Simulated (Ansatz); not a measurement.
Consider a periodic stack without vacuum, rock-salt TaN (0 0 1) on alpha cristobalite (0 0 1), one O vacancy in the substrate at each interface (film strained to the substrate, started from cuts of the bulks and a machine-learned relaxation; slabs Si16O30 and N30Ta30, which can lie off the formulas): substrate slab Si16O30, film N30Ta30, surface cells [[-1, 1], [-1, -1]] and [[-3, -1], [-1, -2]], film strained by +2.9 and +2.9 %, outermost planes O/O and NTa/NTa as cut, which need not be the usual terminations and can put a slab off its formula. Its start:

```yaml
crystal:
  lattice:
    - [7.18852, 0.00000, -0.01638]
    - [0.00000, 7.18852, 0.02596]
    - [0.23473, 3.39739, 28.21224]
  atoms:
    - { symbol: Si, position: [0.21105, 0.91061, 0.17414] }
    - { symbol: Si, position: [0.72018, 0.43268, 0.18110] }
    - { symbol: Si, position: [0.78182, 0.01744, 0.04508] }
    - { symbol: Si, position: [0.29041, 0.47270, 0.04569] }
    - { symbol: Si, position: [0.51066, 0.73628, 0.11099] }
    - { symbol: Si, position: [0.99935, 0.24810, 0.11488] }
    - { symbol: Si, position: [0.50346, 0.09829, 0.23808] }
    - { symbol: Si, position: [0.00767, 0.59963, 0.24392] }
    - { symbol: O, position: [0.33992, 0.98461, 0.21472] }
    - { symbol: O, position: [0.82748, 0.48646, 0.22773] }
    - { symbol: O, position: [0.33668, 0.85050, 0.13064] }
    - { symbol: O, position: [0.87479, 0.38727, 0.14271] }
    - { symbol: O, position: [0.66966, 0.87880, 0.08700] }
    - { symbol: O, position: [0.18095, 0.36325, 0.09304] }
    - { symbol: O, position: [0.59599, 0.60753, 0.15705] }
    - { symbol: O, position: [0.06747, 0.07282, 0.15250] }
    - { symbol: O, position: [0.97068, 0.89979, 0.02989] }
    - { symbol: O, position: [0.58548, 0.25429, 0.19680] }
    - { symbol: O, position: [0.08735, 0.73484, 0.19816] }
    - { symbol: O, position: [0.66724, 0.95240, 0.25749] }
    - { symbol: O, position: [0.17320, 0.45926, 0.26429] }
    - { symbol: O, position: [0.44163, 0.60864, 0.07059] }
    - { symbol: O, position: [0.87255, 0.18354, 0.07301] }
    - { symbol: Si, position: [0.21456, 0.79486, 0.43265] }
    - { symbol: Si, position: [0.73077, 0.29969, 0.43298] }
    - { symbol: Si, position: [0.79142, 0.86631, 0.30271] }
    - { symbol: Si, position: [0.30224, 0.35188, 0.30584] }
    - { symbol: Si, position: [0.51343, 0.61478, 0.36929] }
    - { symbol: Si, position: [0.00389, 0.11490, 0.36653] }
    - { symbol: Si, position: [0.55106, 0.94204, 0.49223] }
    - { symbol: Si, position: [0.02849, 0.45796, 0.50132] }
    - { symbol: O, position: [0.34997, 0.87740, 0.47062] }
    - { symbol: O, position: [0.88532, 0.33279, 0.47254] }
    - { symbol: O, position: [0.33435, 0.71488, 0.39059] }
    - { symbol: O, position: [0.83666, 0.23153, 0.38759] }
    - { symbol: O, position: [0.65923, 0.77360, 0.34614] }
    - { symbol: O, position: [0.17509, 0.25434, 0.34953] }
    - { symbol: O, position: [0.61329, 0.48634, 0.41329] }
    - { symbol: O, position: [0.07668, 0.95616, 0.40776] }
    - { symbol: O, position: [0.42272, 0.19394, 0.28295] }
    - { symbol: O, position: [0.93692, 0.71336, 0.28659] }
    - { symbol: O, position: [0.58530, 0.14209, 0.45680] }
    - { symbol: O, position: [0.08630, 0.63288, 0.46097] }
    - { symbol: O, position: [0.22256, 0.33376, 0.51469] }
    - { symbol: O, position: [0.44500, 0.49390, 0.32784] }
    - { symbol: O, position: [0.91882, 0.02867, 0.32121] }
    - { symbol: N, position: [0.92867, 0.41599, 0.65797] }
    - { symbol: N, position: [0.52885, 0.62950, 0.65805] }
    - { symbol: N, position: [0.73469, 0.02773, 0.65791] }
    - { symbol: N, position: [0.32321, 0.23121, 0.65579] }
    - { symbol: N, position: [0.14045, 0.82622, 0.66009] }
    - { symbol: N, position: [0.83028, 0.77255, 0.58653] }
    - { symbol: N, position: [0.41888, 0.96587, 0.58803] }
    - { symbol: N, position: [0.61955, 0.36059, 0.58470] }
    - { symbol: N, position: [0.22985, 0.57545, 0.58895] }
    - { symbol: N, position: [0.01589, 0.15257, 0.58993] }
    - { symbol: N, position: [0.92717, 0.34968, 0.80937] }
    - { symbol: N, position: [0.54780, 0.53910, 0.80830] }
    - { symbol: N, position: [0.74067, 0.94874, 0.80805] }
    - { symbol: N, position: [0.33080, 0.13248, 0.80757] }
    - { symbol: N, position: [0.14979, 0.75325, 0.80861] }
    - { symbol: N, position: [0.82922, 0.67742, 0.73765] }
    - { symbol: N, position: [0.43224, 0.88238, 0.73822] }
    - { symbol: N, position: [0.64881, 0.28598, 0.73793] }
    - { symbol: N, position: [0.24172, 0.48224, 0.73952] }
    - { symbol: N, position: [0.04445, 0.07721, 0.73845] }
    - { symbol: N, position: [0.93876, 0.27158, 0.95901] }
    - { symbol: N, position: [0.54737, 0.45535, 0.95862] }
    - { symbol: N, position: [0.72084, 0.84389, 0.95675] }
    - { symbol: N, position: [0.33758, 0.05722, 0.96225] }
    - { symbol: N, position: [0.12246, 0.66976, 0.95781] }
    - { symbol: N, position: [0.83125, 0.59370, 0.88625] }
    - { symbol: N, position: [0.42672, 0.80255, 0.88764] }
    - { symbol: N, position: [0.64811, 0.20094, 0.88958] }
    - { symbol: N, position: [0.23836, 0.39915, 0.89087] }
    - { symbol: N, position: [0.04221, 0.99786, 0.88877] }
    - { symbol: Ta, position: [0.83453, 0.70733, 0.66118] }
    - { symbol: Ta, position: [0.44502, 0.93399, 0.66147] }
    - { symbol: Ta, position: [0.62155, 0.33141, 0.65899] }
    - { symbol: Ta, position: [0.22434, 0.52148, 0.66127] }
    - { symbol: Ta, position: [0.03091, 0.12081, 0.66105] }
    - { symbol: Ta, position: [0.90674, 0.48231, 0.58346] }
    - { symbol: Ta, position: [0.54953, 0.65626, 0.58541] }
    - { symbol: Ta, position: [0.70837, 0.05349, 0.58606] }
    - { symbol: Ta, position: [0.30778, 0.27694, 0.58093] }
    - { symbol: Ta, position: [0.13909, 0.86108, 0.58879] }
    - { symbol: Ta, position: [0.85335, 0.65262, 0.81216] }
    - { symbol: Ta, position: [0.45236, 0.83215, 0.81313] }
    - { symbol: Ta, position: [0.62243, 0.23519, 0.81486] }
    - { symbol: Ta, position: [0.23432, 0.43213, 0.81478] }
    - { symbol: Ta, position: [0.03380, 0.05383, 0.81398] }
    - { symbol: Ta, position: [0.94679, 0.37663, 0.73348] }
    - { symbol: Ta, position: [0.53352, 0.58428, 0.73300] }
    - { symbol: Ta, position: [0.73905, 0.98656, 0.73270] }
    - { symbol: Ta, position: [0.35276, 0.19281, 0.73094] }
    - { symbol: Ta, position: [0.12533, 0.77615, 0.73425] }
    - { symbol: Ta, position: [0.82823, 0.55879, 0.95739] }
    - { symbol: Ta, position: [0.40687, 0.76442, 0.96003] }
    - { symbol: Ta, position: [0.63181, 0.12819, 0.96530] }
    - { symbol: Ta, position: [0.26847, 0.35230, 0.96579] }
    - { symbol: Ta, position: [0.03989, 0.97640, 0.96371] }
    - { symbol: Ta, position: [0.94914, 0.29192, 0.88723] }
    - { symbol: Ta, position: [0.52554, 0.49776, 0.88536] }
    - { symbol: Ta, position: [0.73858, 0.90873, 0.88551] }
    - { symbol: Ta, position: [0.35007, 0.11122, 0.88486] }
    - { symbol: Ta, position: [0.13385, 0.69461, 0.88537] }
```

The start was prepared with a machine-learned potential, and the result is one local minimum, with the in-plane cell held and forces under 0.04 eV/Å; the film can end far from its bulk form.

All values below come from PBE (plane waves to 420 eV, PAW; Ansatz, a program for electronic structure). Scalar-relativistic, without spin–orbit coupling; the runs are not spin-polarised; PBE gaps are too small against experiment. Its k-point mesh 4×4×1, Fermi–Dirac width 0.05 eV.

### Question
Predict the relaxed interface.

### Answer
| Item | Value |
|---|---|
| interface area | 51.7 Å² |
| period | 28.30 Å |
| heights between the nearest atoms of the two slabs at the two interfaces | 1.74 and 1.80 Å |
| Si–Ta contacts across the interfaces within 1.22 times the sum of covalent radii | 7, mean 2.87 Å |
| O–Ta contacts across the interfaces within 1.22 times the sum of covalent radii | 2, mean 1.95 Å |
